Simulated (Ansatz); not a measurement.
The parent structure is CeO2 in the CdI2 type structure (space group P-3m1, No. 164; a = 3.567 Å, c = 4.334 Å; a hypothetical phase, not in the database extracts checked). Axes: x lies along a and z along c of the hexagonal cell.

Method: Ansatz (a program for electronic structure), PBEsol-D3(BJ), PAW, cutoff 420 eV, no SOC.

For the base:

- Band gap: 2.30 eV
- Pressure: 0.00 GPa
- Gap character: indirect, k = (0, 0.364, -1/2) in the run's primitive reciprocal basis → A

One thing is altered: compressive biaxial strain of 3.64 % in the plane normal to [001], as in epitaxy on a mismatched substrate; the out-of-plane cell vector and the atoms relax.

Problem. How does this affect the band gap, pressure, gap character and out-of-plane strain?

Solution. The band gap falls by 0.02 eV, from 2.30 eV to 2.28 eV; the pressure (mean of the normal stresses, compression positive) goes from zero to 11.19 GPa; the gap character goes from indirect, k = (0, 0.364, -1/2) in the run's primitive reciprocal basis → A to indirect, M → A; the out-of-plane strain is +2.44 %.

No phonon test of stability was made. Seeded moments were not kept for the base. All final runs are without spin polarisation.
